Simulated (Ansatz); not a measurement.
**MgO (model structure, started from the HgO type, Fm-3m, No. 225, 6 atoms in the cell): properties by level of theory**

```
level (code)         lattice constant a (Å)  cohesive energy (eV/atom)  band gap (eV)
-------------------  ----------------------  -------------------------  -------------
LDA (Ansatz)                          4.160                       5.84           5.03
PBE (Ansatz)                          4.254                       4.99           4.46
PBE-D3(BJ) (Ansatz)                   4.208                       5.28           4.77
r²SCAN (Ansatz)                       4.204                       5.25           5.69
```

Computed values are for a static lattice.  Each level is taken at its own relaxed cell. Cutoffs differ between the levels. Ansatz's density-functional and Hartree–Fock values are scalar-relativistic unless marked +SOC, with PAW data made under PBE.

Ansatz's density-functional and Hartree–Fock values are scalar-relativistic unless marked +SOC, with PAW data made under PBE.

Free atoms are spin-polarised, in the lowest state found; at levels without +SOC their spin–orbit coupling is left out.

Computed values are for the static lattice.

A model structure was made by putting elements into a prototype or built by hand; here it ended with the formula and space group of a phase in our tables.

Ansatz is a first-principles code.
